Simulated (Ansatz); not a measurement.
## Pressure series in BN

Consider BN in the zinc blende structure (space group F-43m, No. 216).

```
BN
1.0
    0.00000     1.81205     1.81205
    1.81205     0.00000     1.81205
    1.81205     1.81205     0.00000
N B
1 1
Direct
  0.75000   0.75000   0.75000
  0.00000   0.00000   0.00000
```

Cell and atoms are relaxed at each pressure.

Level of theory: PBE (Ansatz, a quantum-chemistry and plane-wave program, PAW, no spin-orbit coupling), earlier PAW set.

| variant | smallest direct gap | electron mass | band gap | volume per atom |
|---|---|---|---|---|
| base | 8.79 eV | 0.91 mₑ along k, 0.30 mₑ across (at X) | 4.46 eV | 5.95 Å³ |
| pressure −2 GPa | 8.76 eV | 0.92 mₑ along k, 0.30 mₑ across (at X) | 4.45 eV | 5.98 Å³ |
| pressure −1 GPa | 8.78 eV | 0.92 mₑ along k, 0.30 mₑ across (at X) | 4.46 eV | 5.97 Å³ |
| pressure 0.3 GPa | 8.79 eV | 0.91 mₑ along k, 0.30 mₑ across (at X) | 4.46 eV | 5.95 Å³ |
| pressure 0.7 GPa | 8.80 eV | 0.91 mₑ along k, 0.30 mₑ across (at X) | 4.46 eV | 5.94 Å³ |
| pressure 1.5 GPa | 8.81 eV | 0.91 mₑ along k, 0.30 mₑ across (at X) | 4.46 eV | 5.93 Å³ |
| pressure 3 GPa | 8.83 eV | 0.91 mₑ along k, 0.30 mₑ across (at X) | 4.47 eV | 5.90 Å³ |
| pressure 5 GPa | 8.85 eV | 0.91 mₑ along k, 0.30 mₑ across (at X) | 4.47 eV | 5.87 Å³ |
| pressure 7.5 GPa | 8.88 eV | 0.91 mₑ along k, 0.30 mₑ across (at X) | 4.48 eV | 5.83 Å³ |
| pressure 10 GPa | 8.91 eV | 0.90 mₑ along k, 0.30 mₑ across (at X) | 4.49 eV | 5.80 Å³ |

Load acts through the strain it causes; cell and atoms are relaxed under it. Masses are band curvatures over ±0.01 Å⁻¹ around the edge. Along k means along the line from Γ to the band edge. Stability against distortions was not tested. Competing high-pressure phases were not computed.
